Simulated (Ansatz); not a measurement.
## TiAl: Re on a Al site, symmetric start

Take an 8-atom supercell of TiAl (space group P4/mmm, No. 123; a = 2.824 Å, c = 4.071 Å) at its relaxed geometry as the base.

Now apply this change: a neutral Re on a Al site, symmetric start, atoms relaxed at fixed cell.

Computed with PBE (Ansatz, a program for electronic structure), no spin-orbit coupling. Settings: 9×9×9 k-points, 0.05 eV Fermi–Dirac smearing.

| quantity | base | changed | shift |
|---|---|---|---|
| pressure | 0.0 GPa | -2.9 GPa | -2.9 GPa |
| largest displacement of a host atom from its site in the perfect cell | – | 0.00 Å | – |
| mean distance from the defect site to its nearest host atoms | 2.82 Å | 2.82 Å | 0.00 Å |

Final structure:

```
CELL_PARAMETERS angstrom
      2.82426    -2.82426    -4.07079
      0.00000     5.64852     0.00000
      2.82426    -2.82426     4.07079
ATOMIC_POSITIONS crystal
  Re 0.00000 0.50000 0.50000
  Al 0.00000 0.00000 0.50000
  Al 0.50000 0.50000 0.00000
  Al 0.50000 0.00000 0.00000
  Ti 0.00000 0.00000 0.00000
  Ti 0.00000 0.50000 0.00000
  Ti 0.50000 0.00000 0.50000
  Ti 0.50000 0.50000 0.50000
```

Cost of the whole job for the changed cell (relaxation, final SCF and bands): roughly 60 core-seconds.

In so small a cell the defect repeats every few ångströms: this is an ordered compound, not a dilute defect. The defect started on the symmetric site and kept its symmetry, so it may sit on a saddle. The final runs are not spin-polarised. The defect cell is not spin-polarised.
